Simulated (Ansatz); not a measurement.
**A self-consistent single point of Al2Ru (C2, 6 atoms in the cell) with Ansatz (a quantum-chemistry and plane-wave program)**

Method of the run: LDA (PW92), default PAW files made with PBE (plane waves; Ansatz).

Input as run:

Ansatz 0.2 input:
```yaml
# Al2Ru
crystal:
  lattice:
    - [0.00000000, 4.00978400, 4.41348300]
    - [2.36423700, 0.00000000, 4.41348300]
    - [2.36423700, 4.00978400, 0.00000000]
  atoms:
    - { symbol: Al, position: [0.07906000, 0.42094000, 0.07906000] }
    - { symbol: Al, position: [0.42094000, 0.07906000, 0.42094000] }
    - { symbol: Al, position: [0.17094000, 0.82906000, 0.17094000] }
    - { symbol: Al, position: [0.82906000, 0.17094000, 0.82906000] }
    - { symbol: Ru, position: [0.75566400, 0.75566400, 0.74433600] }
    - { symbol: Ru, position: [0.50000000, 0.50000000, 0.50000000] }
basis:
  ecutwfc: 420.0
kpoints:
  mp_grid:
    grid: [5, 5, 5]
hamiltonian:
  xc: lda
  pseudopotentials:
    kind: paw
scf:
  occupations:
    method: fermi_dirac
    width: 0.1
output:
  forces: true
  eigenvalues: true
  stress: true
```

Output, abridged:

```
WARN ansatz: RAYON_NUM_THREADS=1 ignored (pool sized by the plan → 1); use --threads N
Pseudopotentials: kind: paw
Pseudopotential: Al, paw, valence charge 3
Pseudopotential: Ru, paw, valence charge 16
Crystal: 6 atoms, lattice volume = 83.680 Å³
Basis set: ecut = 420 eV, 1633 PW (Γ)
Bands: 28, of which v1, the nominal top of the filled ones, is band 22 counted from 1 (21 counted from 0)
Symmetry: 2 space group operations
Space group: C2 (ITA 5), of the structure as read, at distance tolerance 4.4e-5 Å
k-points: 39 of 125 (time reversal used)
PAW frozen core: Al, regenerated for the run's functional, and the local potential with it
PAW frozen core: Ru, regenerated for the run's functional, and the local potential with it
Initial density: superposition of atomic densities (neutral atoms: chi_scale 0, normalization atom), corrected by the library's trained network
Initial wavefunctions: pseudopotential atomic-orbital guess
Eigensolver: davidson
Functional: x = slater, c = lda
SCF iter   1: F=—  HF=-13572.247585 eV  |F-HF|=—  |Δ(HF+E_count)|=         —  Δρ=6.16e-3  dr2=2.53e-2  ethr=1.77e-3  ⟨swp⟩=6.6  Hψ=5027  notcnv=0
all-band conjugate gradients solve this SCF's bands
preconditioner: auto → none
SCF iter   2: F=—  HF=-13572.243848 eV  |F-HF|=—  |Δ(HF+E_count)|=   3.74e-3  Δρ=2.47e-3  dr2=2.20e-3  ethr=5.74e-5  ⟨swp⟩=1.5  Hψ=1717  notcnv=0
SCF iter   3: F=—  HF=-13572.243613 eV  |F-HF|=—  |Δ(HF+E_count)|=   2.35e-4  Δρ=5.22e-4  dr2=1.10e-4  ethr=5.00e-6  ⟨swp⟩=2.0  Hψ=1750  notcnv=0
SCF iter   4: F=—  HF=-13572.243624 eV  |F-HF|=—  |Δ(HF+E_count)|=   1.08e-5  Δρ=1.56e-4  dr2=5.43e-5  ethr=2.51e-7  ⟨swp⟩=2.0  Hψ=1716  notcnv=0
SCF iter   5: F=—  HF=-13572.243608 eV  |F-HF|=—  |Δ(HF+E_count)|=   1.63e-5  Δρ=3.62e-5  dr2=7.52e-7  ethr=1.23e-7  ⟨swp⟩=2.0  Hψ=1610  notcnv=0
SCF iter   6: F=-13572.243608 eV  HF=-13572.243608 eV  |F-HF|=1.14e-8  |Δ(HF+E_count)|=   4.93e-8  Δρ=6.49e-6  dr2=2.77e-8  ethr=2.27e-10  ⟨swp⟩=5.3  Hψ=4810  notcnv=0
SCF 1 converged in 6 iterations: F = -13572.243608 eV  dr2 = 2.77e-8
SCF converged after 6 iterations
Free energy (F): -13572.243608 eV
Harris-Foulkes:  -13572.243608 eV  (|F-HF|=1.14e-8)
Internal energy: -13572.235797 eV  (E = F + TS)
E sigma→0 (E₀):  -13572.239702 eV
Entropy (-TS):   -0.007811 eV (-1.302 meV/atom)
Fermi energy:    13.549672 eV
--- Per-component energies (eV) ---
  E_band       = -305.773834
  E_kinetic    = 1131.846424
  E_local      = -4245.488669  (includes V_loc(G=0)·N_el)
  E_nonlocal   = 741.998129
  E_hartree    = 1567.230270
  E_xc         = -540.917598
  E_vxc        = -600.762867  (∫ρ·V_xc dr)
  E_paw        = -8457.779738  (= ΣΔE_a)
  E_vpaw       = -467.825302  (= ΣTr[D̂ρ^β])
  E_aug_tail   = -0.000475  (compensation charges beyond the density's cutoff)
  E_ewald      = -3770.490377
  E_core_change = 1.366236  (= ΣΔE_core)
  E_smearing   = -0.007811  (= −TS)
  E_closure    = -0.000000  (closes the sum)
  Σ components = -13572.243608   (vs F -13572.243608, Δ=0.00e0)
--- Forces (eV/Å), atoms counted from 1 ---
  atom   1  Al    -0.01826633    -0.08211524     0.06220959
  atom   2  Al     0.01826633     0.08211524     0.06220959
  atom   3  Al    -0.08357842     0.07413636     0.17764130
  atom   4  Al     0.08357842    -0.07413636     0.17764130
  atom   5  Ru     0.00000000     0.00000000    -0.70867601
  atom   6  Ru     0.00000000     0.00000000     0.22915141
  max |Σ_I F_I| component: 1.77e-4 eV/Å
--- Stress (GPa, compression-positive) ---
       -7.398027       0.001065       0.000000
        0.001066      -6.314544       0.000000
        0.000000       0.000000      -7.434881
  P = ⅓ Tr σ = -7.0492 GPa (-70.492 kbar)
  The stress holds the Pulay correction. Without it, at fixed plane waves, as pw.x and ABINIT print it: P = -7.1020 GPa
--- Band table (eV; the first three rows and the last of 39) ---
  k-point 0: bands = ["-58.7334", "-58.7213", "-28.9172", "-28.8358", "-28.8339", "-28.7919", "-28.7824", "-28.7673", "2.7474", "7.5194", "9.0904", "9.1483", "9.6290", "10.0425", "10.2596", "10.3237", "10.4578", "10.7816", "11.7063", "12.4566", [...]
  k-point 1: bands = ["-58.7327", "-58.7220", "-28.9136", "-28.8488", "-28.8253", "-28.7923", "-28.7829", "-28.7672", "3.2099", "7.4837", "8.1078", "8.9033", "9.3401", "10.1755", "10.2886", "10.6508", "10.8411", "11.3192", "11.5292", "12.1256", [...]
  k-point 2: bands = ["-58.7312", "-58.7234", "-28.9062", "-28.8616", "-28.8224", "-28.7923", "-28.7828", "-28.7675", "4.5054", "6.3770", "7.3093", "9.0930", "9.3558", "9.6368", "9.9907", "10.6034", "10.9617", "11.3126", "11.4356", "11.6376", [...]
  k-point 38: bands = ["-58.7287", "-58.7258", "-28.8919", "-28.8753", "-28.8153", "-28.7997", "-28.7771", "-28.7738", "5.1812", "6.2272", "6.9147", "7.5215", "10.0373", "10.1809", "10.2424", "10.6507", "10.9196", "11.0168", "11.4698", "11.7274", [...]
```

The run converged in 6 iterations.

The starting cell comes from a database of computed structures (which also holds hypothetical and non-ambient phases and stackings), without a prior relaxation at this level. Its lattice was rescaled by up to half a per cent. One atom was moved a little off its site on purpose. Spin polarisation is off. With a pressure of about -7 GPa the cell is away from its equilibrium volume at this level. Ansatz's pressure includes its estimate of the finite-basis (Pulay) stress.
